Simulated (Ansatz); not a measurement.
The parent structure is WSi₂ (space group I4/mmm, No. 139; a = 3.202 Å, c = 7.818 Å; relaxed with 0.1 eV smearing). Axes: x, y, z lie along a, b, c of the conventional cell.

Method: Ansatz (a first-principles code) PBEsol, without spin-orbit coupling.

Strains are applied to the cell and any free atomic positions relax; under biaxial strain the out-of-plane vector relaxes too.

One change was made to it. Results:

The volume per atom goes up by 0.334 Å³ (13.36 Å³ → 13.70 Å³); the pressure (mean of the normal stresses, compression positive) goes from zero to -5.0 GPa.

### Question
Name the change that was made.
A) biaxial strain +1.50 %, plane normal [001], relaxed out of plane
B) biaxial strain +2.00 %, plane normal [001], relaxed out of plane
C) biaxial strain +0.50 %, plane normal [001], relaxed out of plane
D) biaxial strain +1.00 %, plane normal [001], relaxed out of plane

### Answer
A, biaxial strain +1.50 %, plane normal [001], relaxed out of plane. For comparison, the pressure in the other runs: biaxial strain +2.00 %, plane normal [001], relaxed out of plane gives -6.5 GPa; biaxial strain +1.00 %, plane normal [001], relaxed out of plane gives -3.4 GPa; biaxial strain +0.50 %, plane normal [001], relaxed out of plane gives -1.7 GPa.

No phonon test of stability was made. The final runs are not spin-polarised.
